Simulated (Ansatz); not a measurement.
Data:

```xyz
2
Lattice="0.0000 2.6895 2.6895 2.6895 0.0000 2.6895 2.6895 2.6895 0.0000" Properties=species:S:1:pos:R:3 pbc="T T T"
Se     0.0000     0.0000     0.0000
Mg     2.6895     2.6895     2.6895
```

No spin polarisation.

All numbers come from Ansatz (a quantum-chemistry and plane-wave program) PBE, no spin-orbit coupling. Γ-centred 10×10×10 mesh, Fermi–Dirac width 0.05 eV.

Task: Predict the gap character.

Result: Indirect, Γ → X.

Task: What electron mass does the calculation give?

Result: 0.49 mₑ along k, 0.24 mₑ across (at X).

Load acts through the strain it causes; cell and atoms are relaxed under it. Masses are band curvatures over ±0.01 Å⁻¹ around the edge. Along k means along the line from Γ to the band edge. No phonon test of stability was made. No other phases were tried under pressure. The cell was made from MgSe in the rock salt structure (space group Fm-3m, No. 225) by this change: pressure 5 GPa.
